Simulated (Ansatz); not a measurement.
Data:

```xyz
2
Lattice="0.0000 3.0408 3.1320 3.0408 0.0000 3.1320 3.0408 3.0408 0.0000" Properties=species:S:1:pos:R:3 pbc="T T T"
Cd     0.0000     0.0000     0.0000
Se     1.5204     1.5204     1.5660
```

No spin polarisation.

All numbers come from PBEsol (Ansatz, a first-principles code; PAW; 420 eV plane waves; without spin-orbit coupling). Γ-centred 9×9×9 mesh, Fermi–Dirac width 0.05 eV.

Q: What is the computed valence-band top at Γ (three highest levels, from the VBM)?

A: 0.00, 0.00, -0.10 eV.

Q: What gap character does the calculation give?

A: Direct at Γ.

Q: What electron mass does the calculation give?

A: 0.049 mₑ along z, 0.042 mₑ across (at Γ).

The cells carry an imposed strain or load. Masses are band curvatures over ±0.01 Å⁻¹ around the edge. Whether these cells are dynamically stable was not tested. The cell was made from CdSe in the zinc blende structure (space group F-43m, No. 216) by this change: uniaxial strain ε_zz = +3.00 %.
